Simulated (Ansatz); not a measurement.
An Ansatz (a first-principles code) input (LDA/PAW in Ansatz, no spin-orbit coupling):

Ansatz 0.2 input:
```yaml
crystal:
  lattice:
    - [3.9519952533, 0, 0]
    - [0, 3.9519952533, 0]
    - [0, 0, 3.9045713103]
  atoms:
    - { symbol: K, position: [0, 0, 0] }
    - { symbol: Ta, position: [0.5, 0.5, 0.5] }
    - { symbol: O, position: [0.5, 0, 0.5] }
    - { symbol: O, position: [0, 0.5, 0.5] }
    - { symbol: O, position: [0.5, 0.5, 0] }
basis: { ecutwfc: 420, ecutrho_ratio: 4, xc_grid: 2, fft_grid_basis: typed }
kpoints: { mp_grid: { grid: [8, 8, 8] } }
hamiltonian:
  xc: lda
  dispersion: none
  pseudopotentials: { kind: paw }
scf: { occupations: { method: fermi_dirac, width: 0.05 }, convergence: { dr2_threshold: 0.0000000005 } }
relax: { f_tol: 0.005, max_steps: 50 }
output: { forces: true, stress: true }
checkpoint: { write: state.ck, write_every: 1000 }
```

Question: Which symmetry and how many k-points will the program report, and about how many plane waves at Γ?

Answer: Space group P4/mmm (ITA 123) with 16 operations, k-points 75 of 512, and 1213 plane waves at Γ.

Question: And the final pressure?

Answer: 2.76 GPa (compression positive).

The cells carry an imposed strain or load. Whether these cells are dynamically stable was not tested. The cell was made from KTaO₃ in the cubic perovskite structure (space group Pm-3m, No. 221) by this change: uniaxial strain ε_zz = −1.20 %.
